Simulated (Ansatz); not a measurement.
The reference is Sb in the diamond structure (space group Fd-3m, No. 227; a hypothetical phase, not in the database extracts checked).

```xyz
2
Lattice="0.0000 3.4336 3.4336 3.4336 0.0000 3.4336 3.4336 3.4336 0.0000" Properties=species:S:1:pos:R:3 pbc="T T T"
Sb     5.1504     5.1504     5.1504
Sb     3.4336     3.4336     3.4336
```

Method: plane-wave PAW DFT at the PBEsol level (Ansatz, a quantum-chemistry and plane-wave program, 420 eV), without spin-orbit coupling.

Base values:

* **Volume per atom**: 40.48 Å³

The change: cell and atoms relaxed at a pressure of 7.5 GPa.

What happens to the volume per atom?

The volume per atom falls by 5.89 Å³ to 34.59 Å³.

Load acts through the strain it causes; cell and atoms are relaxed under it. Stability against distortions was not tested. Competing high-pressure phases were not computed.
